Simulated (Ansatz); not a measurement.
Consider BeS in the zinc blende structure (space group F-43m, No. 216; a = 4.869 Å).

The values are results of Ansatz (a program for electronic structure), r2SCAN, PAW, cutoff 500 eV, spin-orbit coupling left out, not measurements.

For the base:

| Quantity | Value |
|---|---|
| Electron mass | 0.79 mₑ along k, 0.29 mₑ across (at X) |
| Gap character | indirect, Γ → X |
| Width of the top valence band | 3.35 eV |

The change: the cell is scaled by 1.0100 in all directions; the atoms relax in the strained cell.

### Question
How does this affect the electron mass?

### Answer
The electron mass becomes 0.80 mₑ along k, 0.29 mₑ across (at X) (base: 0.79 mₑ along k, 0.29 mₑ across (at X)).

### Question
What does the calculation give for the gap character after the change?

### Answer
The gap character is still indirect, Γ → X.

### Question
What happens to the width of the top valence band?

### Answer
The width of the top valence band falls by 0.14 eV (3.35 eV → 3.21 eV).

Effective masses come from finite differences of ±0.01 Å⁻¹. Along k means along the line from Γ to the band edge. No phonon test of stability was made.
